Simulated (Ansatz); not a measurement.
Take CuAu (space group P4/mmm, No. 123; a = 2.853 Å, c = 3.570 Å; relaxed with 0.1 eV smearing) as the base. Axes: x, y, z lie along a, b, c of the conventional cell.

All numbers come from Ansatz (a program for electronic structure), r2SCAN, PAW, cutoff 500 eV, without spin-orbit coupling.

Strains are applied to the cell and any free atomic positions relax; under biaxial strain the out-of-plane vector relaxes too.

One change was made to it. Results:

```tsv
quantity	base	after
band gap	zero	zero
shortest interatomic distance	2.694 Å	2.713 Å
```

Task: What was done to the base?
(A) biaxial strain −3.08 %, plane normal [001], relaxed out of plane
(B) tensor shear ε_xy = +0.29 %
(C) biaxial strain +1.86 %, plane normal [001], relaxed out of plane
(D) biaxial strain −1.40 %, plane normal [001], relaxed out of plane
(E) biaxial strain −0.44 %, plane normal [001], relaxed out of plane

Result: A, biaxial strain −3.08 %, plane normal [001], relaxed out of plane. For comparison, the shortest interatomic distance in the other runs: tensor shear ε_xy = +0.29 % gives 2.689 Å; biaxial strain −0.44 %, plane normal [001], relaxed out of plane gives 2.697 Å; biaxial strain +1.86 %, plane normal [001], relaxed out of plane gives 2.682 Å; biaxial strain −1.40 %, plane normal [001], relaxed out of plane gives 2.702 Å.

Whether these cells are dynamically stable was not tested. The final runs are not spin-polarised.
